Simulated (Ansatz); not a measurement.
# CaAlSiH: pressure series

Base system: CaAlSiH (space group P3m1, No. 156; a cell from a computed database, its experimental status unchecked).

```yaml
crystal:
  lattice:
    - [4.12594, 0.00000, 0.00000]
    - [-2.06297, 3.57317, 0.00000]
    - [0.00000, 0.00000, 4.73132]
  atoms:
    - { symbol: Ca, position: [0.00000, 0.00000, 0.99762] }
    - { symbol: Al, position: [0.66667, 0.33333, 0.45535] }
    - { symbol: Si, position: [0.33333, 0.66667, 0.56461] }
    - { symbol: H, position: [0.66667, 0.33333, 0.08912] }
```

Cell and atoms are relaxed at each pressure.

Calculations: Kohn–Sham DFT with the r2SCAN functional, run in Ansatz (a quantum-chemistry and plane-wave program) with PAW and 500 eV plane waves, spin-orbit coupling left out.

```csv
variant,shortest interatomic distance,band gap,hole mass,density
base,1.733 Å,0.64 eV,0.39 mₑ (at A),2.29 g/cm³
pressure −2 GPa,1.740 Å,0.70 eV,"0.36 mₑ along k, 0.60 mₑ across (at A)",2.20 g/cm³
pressure −1 GPa,1.736 Å,0.67 eV,"0.37 mₑ along k, 0.47 mₑ across (at A)",2.24 g/cm³
pressure 0.3 GPa,1.731 Å,0.63 eV,…,2.30 g/cm³
pressure 0.7 GPa,1.730 Å,0.62 eV,"0.39 mₑ along k, 0.36 mₑ across (at A)",2.32 g/cm³
pressure 1.5 GPa,1.727 Å,0.59 eV,"0.40 mₑ along k, 0.33 mₑ across (at A)",2.35 g/cm³
pressure 3 GPa,1.726 Å,0.56 eV,"0.41 mₑ along k, 0.28 mₑ across (at A)",2.41 g/cm³
pressure 5 GPa,1.726 Å,0.51 eV,"0.42 mₑ along k, 0.24 mₑ across (at A)",2.49 g/cm³
pressure 7.5 GPa,1.733 Å,0.46 eV,"0.44 mₑ along k, 0.19 mₑ across (at A)",2.59 g/cm³
pressure 10 GPa,1.760 Å,…,"0.44 mₑ along k, 0.16 mₑ across (at A)",2.69 g/cm³
```

Question: Complete the table.

Answer: 
- pressure 0.3 GPa, hole mass: 0.38 mₑ (at A)
- pressure 10 GPa, band gap: 0.32 eV

Load acts through the strain it causes; cell and atoms are relaxed under it. Effective masses come from finite differences of ±0.01 Å⁻¹. Along k means along the line from Γ to the band edge. Whether these cells are dynamically stable was not tested. Competing high-pressure phases were not computed.
